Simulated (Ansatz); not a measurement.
Structures of equal composition on the (111)B surface of zinc-blende ZnSe (Se plane on top): 2x2 O adatom at H3; 2x2 O adatom at T4. The slabs share one bottom face, and each structure is named by its start. These are constructed structures in small cells; real faces may alloy, dewet or reconstruct in larger ones, and not all known structures of the face are among them. Slabs of about 14 Å with all that they carry, Fermi-Dirac smearing of 0.025 eV. Bottom of the slabs: H caps. Relaxed from the named starts with such symmetry as they have, on meshes of like density; energies extrapolated to zero smearing; no spin-orbit coupling, no U. Spin-polarised runs, if any, are marked in brackets, and their order is one that fits the cell; the others ran without spin.

Host crystal: zinc-blende ZnSe, with a band gap (PBE, scalar-relativistic without spin-orbit coupling).

Calculation: PBE (plane waves to 420 eV, PAW; Ansatz, an electronic-structure program).

Task: Put the candidates in order of energy per 1x1 cell, lowest first, for PBE.

Result: 2x2 O adatom at H3 (0.000 eV (2 O–Se, 1 O–Zn bonds formed; 2 Se–Zn bonds broke), gap 0.61 eV on the mesh), 2x2 O adatom at T4 (0.100 eV (2 Se–Se bonds formed; 1 Se–Zn bonds broke), gap 1.21 eV on the mesh)
